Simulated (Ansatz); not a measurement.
Base system: AlRu in the CsCl type structure (space group Pm-3m, No. 221; a = 2.983 Å; relaxed with 0.1 eV smearing). Axes: x, y, z lie along the cube axes.

All numbers come from r2SCAN (Ansatz, a program for electronic structure), without spin-orbit coupling.

Base values:

- Pressure = 0.0 GPa

Now apply this change: biaxial strain +1.00 %, plane normal [001], relaxed out of plane (Cartesian); in-plane vectors clamped, the third vector and the atoms free.

How does this affect the ratio −ε⊥/ε∥?

The ratio −ε⊥/ε∥ comes out as 0.87.

What happens to the pressure?

The pressure (mean of the normal stresses, compression positive) goes from zero to -2.4 GPa.

Whether these cells are dynamically stable was not tested. The final runs are not spin-polarised.
